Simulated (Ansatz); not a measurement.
# CuPt, pressure series

Start from CuPt (space group R-3m, No. 166; a = 2.6985 Å, c = 12.7497 Å (hexagonal axes); a cell from a computed database, its experimental status unchecked).

Cell and atoms are relaxed at each pressure.

Method: PBEsol (Ansatz, a program for electronic structure, PAW, no SOC).

```json
[
 {"P (GPa)": "-2.00", "V (Å³/atom)": "13.521"},
 {"P (GPa)": "-1.00", "V (Å³/atom)": "13.460"},
 {"P (GPa)": "0.30", "V (Å³/atom)": "13.383"},
 {"P (GPa)": "0.70", "V (Å³/atom)": "13.360"},
 {"P (GPa)": "1.50", "V (Å³/atom)": "13.314"},
 {"P (GPa)": "3.00", "V (Å³/atom)": "13.231"},
 {"P (GPa)": "5.01", "V (Å³/atom)": "13.125"},
 {"P (GPa)": "7.51", "V (Å³/atom)": "13.000"},
 {"P (GPa)": "10.01", "V (Å³/atom)": "12.881"}
]
```

A third-order Birch–Murnaghan fit to these points gives V₀ = 13.40 Å³/atom, B₀ = 229 GPa and B₀′ = 5.2. At pressure 10 GPa the volume is 96.1 % of V₀.

Load acts through the strain it causes; cell and atoms are relaxed under it. Whether these cells are dynamically stable was not tested. Competing high-pressure phases were not computed. The final runs are not spin-polarised.
